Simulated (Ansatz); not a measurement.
Effect of isotropic strain +1.62 % on C

Base system: C in the graphite type structure (space group P6_3/mmc, No. 194; a = 2.465 Å, c = 6.729 Å; layered, stacked along the Cartesian z axis).

It is then changed as follows: an isotropic linear strain of +1.62 %, atoms relaxed at fixed cell.

The values are results of PBE-D3(BJ) (Ansatz, a program for electronic structure; PAW; 420 eV plane waves; no spin-orbit coupling), earlier PAW set, not measurements. k-mesh 15×15×5 (Γ-centred); smearing 0.05 eV (Fermi–Dirac).

| quantity | base | changed | shift |
|---|---|---|---|
| volume per atom | 8.85 Å³ | 9.29 Å³ | +0.44 Å³ |
| space group | P6_3/mmc (No. 194) | P6_3/mmc (No. 194) | – |
| shortest interatomic distance | 1.423 Å | 1.446 Å | +0.023 Å |
| energy relative to the base (free energy F) | 0 meV/atom | +18 meV/atom | +18 meV/atom |
| pressure (mean of the normal stresses, compression positive) | 0.0 GPa | -12.8 GPa | -12.8 GPa |
| band gap | zero | zero | – |

A case with no gap was solved on a k-mesh chosen for an insulator, which is coarse for it. No phonon test of stability was made.
